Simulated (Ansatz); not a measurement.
**Smallest direct gap on the k points sampled of LuF3 (P-3m1, No. 164; start mp-1207204) at several levels of theory**

No measured value is used here.

### Question
Put these levels in order of the smallest direct gap on the k points sampled that they give for LuF3 (P-3m1, No. 164; start mp-1207204), smallest first: LDA (Ansatz, an electronic-structure program), PBEsol (Ansatz), PBEsol+SOC (Ansatz).

### Answer
PBEsol+SOC (6.36 eV), LDA (6.62 eV), PBEsol (6.82 eV)

Computed values are for a static lattice. Spin–orbit coupling is included only where a level's name says +SOC; with heavier elements it mostly lowers gaps and can invert bands.  Values are at the PBEsol cell. Ansatz's density-functional and Hartree–Fock values are scalar-relativistic unless marked +SOC, with PAW data made under PBE.

A start named mp-… is a Materials Project structure, which can be a computed phase never made.
